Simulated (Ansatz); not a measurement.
Bi₂Te₂S (within 0.1 Å of I4/mmm, No. 139, 5 atoms in the cell; start mp-632485; a measured phase of this formula has another space group), treated with HSE06 (plane waves, PAW; Ansatz, a program for electronic structure).

Run with plane-wave cutoff 460 eV, 6×6×6 k mesh, Fermi–Dirac smearing 0.01 eV, scalar-relativistic PAW data made under PBE.

Cell (relaxed with PBEsol):

```cif
data_Bi4S2Te4
_chemical_formula_sum 'Bi4 Te4 S2'
_space_group_name_H-M_alt 'I4/mmm'
_space_group_IT_number 139
_space_group_name_Hall '-I 4 2'
_cell_length_a 4.37219
_cell_length_b 4.37219
_cell_length_c 18.03112
_cell_angle_alpha 90.000
_cell_angle_beta 90.000
_cell_angle_gamma 90.000
loop_
_atom_site_label
_atom_site_type_symbol
_atom_site_symmetry_multiplicity
_atom_site_Wyckoff_symbol
_atom_site_fract_x
_atom_site_fract_y
_atom_site_fract_z
_atom_site_occupancy
Bi1 Bi 4 e 0.00000 0.00000 0.13928 1
Te1 Te 4 e 0.00000 0.00000 0.32548 1
S1 S 2 a 0.00000 0.00000 0.00000 1
```
(The calculation used a cell of 5 atoms; values per cell refer to that cell.)

Problem. Estimate the band gap, smallest direct gap on the k points sampled and Γ–Γ gap that the calculation returns.

Solution. 
- band gap = 0.44 eV
- smallest direct gap on the k points sampled = 0.52 eV
- Γ–Γ gap = 3.91 eV

Note: cell and atoms aren't relaxed at this level (pressure 0.6 GPa).

Spin–orbit coupling is not included; with these elements it can move the gap by several tenths of an eV or more.

A start named mp-… is a Materials Project structure, which need not be a measured phase.
